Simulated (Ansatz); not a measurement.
Reference: InP (F-43m), r2SCAN with spin-orbit coupling, rigid bands (plane waves, PAW; Ansatz, a quantum-chemistry and plane-wave program); axes and stresses refer to this cell.

```yaml
crystal:
  lattice:
    - [0.00000, 2.95332, 2.95332]
    - [2.95332, 0.00000, 2.95332]
    - [2.95332, 2.95332, 0.00000]
  atoms:
    - { symbol: In, position: [0.00000, 0.00000, 0.00000] }
    - { symbol: P, position: [0.25000, 0.25000, 0.25000] }
```

The electron conductivity mass is 0.084 mₑ and the Seebeck coefficient, n-type 1e19 cm⁻³ comes out as -56 μV/K. The hole conductivity mass is 0.57 mₑ.

```csv
Change,electron conductivity mass,"Seebeck coefficient, n-type 1e19 cm⁻³",hole conductivity mass
biaxial stress xx = yy = 1 GPa (compression positive),0.087 mₑ,-58 μV/K,___
hydrostatic pressure -2 GPa,___,-50 μV/K,0.59 mₑ
hydrostatic pressure 10 GPa,0.127 mₑ,-131 μV/K,___
uniaxial stress zz = -1 GPa (compression positive),0.082 mₑ,-55 μV/K,0.50 mₑ
uniaxial stress zz = -2 GPa (compression positive),0.080 mₑ,-54 μV/K,0.44 mₑ
uniaxial stress zz = 1 GPa (compression positive),___,-57 μV/K,0.43 mₑ
```

Question: Some entries are withheld; supply them.

Answer: 
- biaxial stress xx = yy = 1 GPa (compression positive), hole conductivity mass: 0.49 mₑ
- hydrostatic pressure -2 GPa, electron conductivity mass: 0.072 mₑ
- hydrostatic pressure 10 GPa, hole conductivity mass: 0.50 mₑ
- uniaxial stress zz = 1 GPa (compression positive), electron conductivity mass: 0.086 mₑ

Masses are for dilute carriers at 300 K, harmonic means over directions unless an axis is named. Seebeck coefficients are for the stated density at 300 K, with one relaxation time for all states and whether or not that doping can be reached. Stresses and pressures are the targets of the relaxation.  The structure type is held under load, also where the real crystal would transform.
